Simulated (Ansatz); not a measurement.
Base system: SnO2 in the rutile structure (space group P4_2/mnm, No. 136).

```
SnO2
1.0
    4.76918     0.00000     0.00000
    0.00000     4.76918     0.00000
    0.00000     0.00000     3.21200
Sn O
2 4
Direct
  0.00000   0.00000   0.00000
  0.50000   0.50000   0.50000
  0.30627   0.30627   0.00000
  0.80627   0.19373   0.50000
  0.19373   0.80627   0.50000
  0.69373   0.69373   0.00000
```

Cartesian axes are those of the cell as printed.

Method: plane-wave PAW DFT at the PBEsol level (Ansatz, a quantum-chemistry and plane-wave program, 420 eV), no SOC.

Base values:

- Electron mass: 0.17 mₑ along c, 0.19 mₑ across (at Γ)
- Volume per atom: 12.18 Å³

Now apply this change: biaxial strain −2.40 %, plane normal [001], relaxed out of plane (Cartesian); in-plane vectors clamped, the third vector and the atoms free.

Task: Estimate the effect on the electron mass and volume per atom.

Result: The electron mass becomes 0.18 mₑ out of plane, 0.19 mₑ in plane (at Γ) (base: 0.17 mₑ along c, 0.19 mₑ across (at Γ)); the volume per atom decreases by 0.36 Å³ (12.18 Å³ → 11.82 Å³).

The levels and masses belong to the bands next to the band gap. Masses are band curvatures over ±0.01 Å⁻¹ around the edge. No phonon test of stability was made.
